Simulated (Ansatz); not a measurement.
## Hypothetical diamond Os, pressure series

Consider Os in the diamond structure (space group Fd-3m, No. 227; a hypothetical phase, not in the database extracts checked).

```
CELL_PARAMETERS angstrom
      0.00000     2.77786     2.77786
      2.77786     0.00000     2.77786
      2.77786     2.77786     0.00000
ATOMIC_POSITIONS crystal
  Os 0.25000 0.25000 0.25000
  Os 0.00000 0.00000 0.00000
```

Cell and atoms are relaxed at each pressure.

All numbers come from PBE (Ansatz, a quantum-chemistry and plane-wave program; PAW; 420 eV plane waves; without spin-orbit coupling).

| pressure (GPa) | volume per atom (Å³/atom) |
|---|---|
| -2 | 21.651 |
| 0 | 21.435 |
| 0.3 | 21.404 |
| 0.7 | 21.363 |
| 1.5 | 21.282 |
| 3 | 21.134 |
| 5 | 20.946 |
| 7.5 | ? |
| 10 | 20.512 |

Problem. Fit the third-order Birch–Murnaghan form P(V) = (3B₀/2)[(V₀/V)^(7/3) − (V₀/V)^(5/3)]·[1 + (3/4)(B₀′ − 4)((V₀/V)^(2/3) − 1)] (squares taken in P) to the rows shown and predict the withheld row.

Solution. Least squares on the printed values gives V₀ = 21.435 Å³/atom, B₀ = 205 GPa, B₀′ = 4.6; this predicts 20.723 Å³/atom, and the run gives 20.722 Å³/atom, in agreement.

Load acts through the strain it causes; cell and atoms are relaxed under it. Whether these cells are dynamically stable was not tested. No other phases were tried under pressure. The final runs are not spin-polarised.
